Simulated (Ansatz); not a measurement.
Functionals compared on F on the 1x1 (111) surface of fcc Ag, one in a 2x2 cell, started at the site 'bridge Ag-Ag (span 2.9 Å)', in Ansatz (plane waves, PAW). The structure was relaxed with PBE; the other rows are single points on it, each with its references at the same level. Cutoff 420 eV (500 eV for r2SCAN).

Model: 17-atom slab, 7.1 Å thick at the start under the adsorbate (thin: gaps and levels are the slab's own), 6x6x1 mesh, Fermi-Dirac 0.1 eV, dipole correction, 8 atoms held, the rest relaxed; held to the start's symmetry, so lower structures may exist; no spin, no spin-orbit, no U, no dispersion correction. At the end it is bonded to 3 Ag. In PBE it is, or lies within 0.03 eV of, the lowest of the starts that converged. These notes are the PBE run's. Adsorption energies are against ½ F2(g). A negative adsorption energy means that the adsorbate is more stable on the surface than in its reference.

| functional | adsorption energy (eV) | work function of the top face (eV) | change of the work function (eV) | rough cost of the single point |
|---|---|---|---|---|
| PBE | -2.42 | 5.74 | 1.30 | – |
| RPBE | … | … | … | about 90 core-seconds (a rough figure) |
| r2SCAN | -2.81 | 5.74 | 1.34 | about 4 core-minutes (a rough figure) |

Problem. What belongs in the gaps?

Solution. 
- RPBE, adsorption energy (eV): -2.27
- RPBE, work function of the top face (eV): 5.54
- RPBE, change of the work function (eV): 1.30

Ansatz is a first-principles code.
